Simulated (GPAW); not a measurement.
# Input and output of a self-consistent single point for Pb (Fm-3m, 1 atom in the cell) (GPAW)

Computed with PBE, GPAW PAW datasets PBE (gpaw-data 1.0.1) (plane waves; GPAW).

This input was run:

```python
from ase import Atoms
from ase.units import GPa
from gpaw import GPAW

atoms = Atoms(['Pb'],
              cell=[[0.000000, 2.475000, 2.475000],
                    [2.475000, 0.000000, 2.475000],
                    [2.475000, 2.475000, 0.000000]],
              positions=[[0.000000, 0.000000, 0.000000]],
              pbc=True)

calc = GPAW(mode={'name': 'pw', 'ecut': 550},
            xc='PBE',
            kpts=(9, 9, 9),
            occupations={'name': 'fermi-dirac', 'width': 0.1},
            nbands=-9,
            convergence={'forces': 0.001},
            symmetry={'symmorphic': False, 'tolerance': 0.0005},
            maxiter=150,
            txt='-')

atoms.calc = calc

energy = atoms.get_potential_energy()
print('Energy (eV):', round(energy, 6))
forces = atoms.get_forces()
print('Forces (eV/Ang):')
print(forces.round(5))
stress = atoms.get_stress()
print('Stress (GPa, Voigt):', (stress / GPa).round(4))
```

Output (repeated stretches shortened):

```
Input parameters:
  convergence: {forces: 0.001}
  kpts: [9 9 9]
  maxiter: 150
  mode: {ecut: 550,
         name: pw}
  nbands: -9
  occupations: {name: fermi-dirac,
                width: 0.1}
  symmetry: {symmorphic: False,
             tolerance: 0.0005}
  xc: PBE

species:
  Pb:
    name: Lead
    Z: 82.0
    valence: 14
    core: 68
    charge: 0.0
    file: Pb.PBE.gz

    # Using partial waves for Pb as LCAO basis

Reference energy: -567274.463364  # eV

Spin-paired calculation

Convergence criteria:
 Maximum [total energy] change in last 3 cyles: 0.0005 eV / valence electron
 Maximum integral of absolute [dens]ity change: 0.0001 electrons / valence electron
 Maximum integral of absolute [eigenst]ate change: 4e-08 eV^2 / valence electron
 Maximum change in the atomic [forces] across last 2 cycles: 0.001 eV/Ang OR
Maximum error relative to the maximum force is below inf
 Maximum number of scf [iter]ations: 150

Symmetries present (total): 48
Symmetries with fractional translations: 0
729 k-points: 9 x 9 x 9 Monkhorst-Pack grid
35 k-points in the irreducible part of the Brillouin zone
       k-points in crystal coordinates                weights
   0:     0.00000000    0.00000000    0.00000000          1/729
   1:     0.11111111    0.11111111    0.00000000          6/729
   2:     0.11111111    0.11111111    0.11111111          8/729
   [... 7 lines left out ...]
          ...
  34:     0.44444444    0.44444444    0.44444444          8/729

Wave functions: Plane wave expansion
  Cutoff energy: 550.000 eV
  Number of coefficients (min, max): 866, 907
  Pulay-stress correction: 0.000000 eV/Ang^3 (de/decut=0.000000)

Occupation numbers: Fermi-Dirac:
  width: 0.1000  # eV

Eigensolver

Densities:
  Coarse grid: 20*20*20 grid
  Fine grid: 40*40*40 grid
  Total Charge: 0.000000

Density mixing:
  Method: separate
  Backend: pulay
  Linear mixing parameter: 0.05
  old densities: 5
  Damping of long wavelength oscillations: 50

Hamiltonian:
  XC and Coulomb potentials evaluated on a 40*40*40 grid
  External potential:
    NoExternalPotential

XC parameters: PBE with 2 nearest neighbor stencil

Number of atoms: 1
Number of atomic orbitals: 9
Number of bands in calculation: 16
Number of valence electrons: 14
Bands to converge: occupied

Density initialized from atomic densities
  9 bands from LCAO basis set
  7 bands from random numbers

Atomic positions and initial magnetic moments

Positions:
   0 Pb     0.000000    0.000000    0.000000    ( 0.0000,  0.0000,  0.0000)

Unit cell:
           periodic     x           y           z      points  spacing
  1. axis:    yes    0.000000    2.475000    2.475000    20     0.1429
  2. axis:    yes    2.475000    0.000000    2.475000    20     0.1429
  3. axis:    yes    2.475000    2.475000    0.000000    20     0.1429

  Lengths:   3.500179   3.500179   3.500179
  Angles:   60.000000  60.000000  60.000000

Effective grid spacing dv^(1/3) = 0.1559

     iter     time        total  log10-change:
                         energy   eigst   dens  force
iter:   1 --:--:--    -3.834673
iter:   2 --:--:--    -3.835002   -2.00  -1.83
iter:   3 --:--:--    -3.824623   -2.30  -1.86
iter:   4 --:--:--    -3.826336   -3.50  -2.47
iter:   5 --:--:--    -3.822946c  -3.28  -2.51
iter:   6 --:--:--    -3.822809c  -4.65  -3.02
iter:   7 --:--:--    -3.822651c  -5.47  -3.09
iter:   8 --:--:--    -3.822661c  -7.14  -3.30
iter:   9 --:--:--    -3.822500c  -4.64  -3.28
iter:  10 --:--:--    -3.822547c  -6.18  -2.74
iter:  11 --:--:--    -3.822660c  -4.38  -2.83
iter:  12 --:--:--    -3.822664c  -6.58  -3.72
iter:  13 --:--:--    -3.822664c  -7.56c -4.58c
iter:  14 --:--:--    -3.822664c  -7.73c -4.81c -22.80c

Converged after 14 iterations.

Dipole moment: (0.000000, 0.000000, 0.000000) |e|*Ang

Energy contributions relative to reference atoms: (reference = -567274.463364)

Kinetic:         +9.087304
Potential:       -9.050374
External:        +0.000000
XC:              -3.860119
Entropy (-ST):   -0.012061
Local:           +0.006555
SIC:             +0.000000
--------------------------
Free energy:     -3.828695
Extrapolated:    -3.822664

Showing only first 2 kpts
 Kpt  Band  Eigenvalues  Occupancy
  0     5     -4.07658    2.00000
  0     6     15.00658    0.00000
  0     7     15.00658    0.00000
  0     8     15.00658    0.00000

  1     5     -3.75951    2.00000
  1     6     13.35488    0.00000
  1     7     13.83126    0.00000
  1     8     13.83126    0.00000

Fermi level: 7.51283

No gap
No difference between direct/indirect transitions
Energy (eV): -3.822664

Forces in eV/Ang:
  0 Pb    0.00000    0.00000    0.00000

Stress tensor:
    -0.012372    -0.000000    -0.000000
    -0.000000    -0.012372     0.000000
    -0.000000     0.000000    -0.012372
Stress (GPa, Voigt): [-1.9822 -1.9822 -1.9822  0.     -0.     -0.    ]
```

The run converged in 14 iterations. GPAW prints stress with tension positive.

The starting cell has typed, rounded lattice constants, without a prior relaxation at this level. Spin-orbit coupling is off.
